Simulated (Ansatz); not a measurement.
**Ni (model structure, started from the diamond type, Fd-3m, No. 227, 2 atoms in the cell)**

The numbers are results of r²SCAN (Ansatz, a first-principles code, PAW), not measurements.

Numerical settings: plane-wave cutoff 560 eV, 20×20×20 k mesh, Fermi–Dirac smearing 0.05 eV, spin-polarised with parallel moments, scalar-relativistic PAW data made under PBE.

Cell (relaxed at this level):

```yaml
crystal:
  lattice:
    - [0.00000, 2.51287, 2.51287]
    - [2.51287, 0.00000, 2.51287]
    - [2.51287, 2.51287, 0.00000]
  atoms:
    - { symbol: Ni, position: [0.75000, 0.75000, 0.75000], spin: 2.0 }
    - { symbol: Ni, position: [0.50000, 0.50000, 0.50000], spin: 2.0 }
```

band gap: none
bulk modulus B0: 99.9 GPa

Note: the magnetic order was assumed, not searched for or taken from measurement; the bulk modulus is −V dP/dV from two relaxed cells at ±2 % in volume; the relaxation could raise the start's symmetry but not lower it, so the cell can be a saddle point.

Spins in the cell block are starting values.

Static lattice: no zero-point or thermal effects.

It cost very roughly 4 core-minutes of CPU time.

A model structure was made by putting elements into a prototype or built by hand; it is no filed structure, need not be a known phase, and can be a saddle point held by its symmetry.
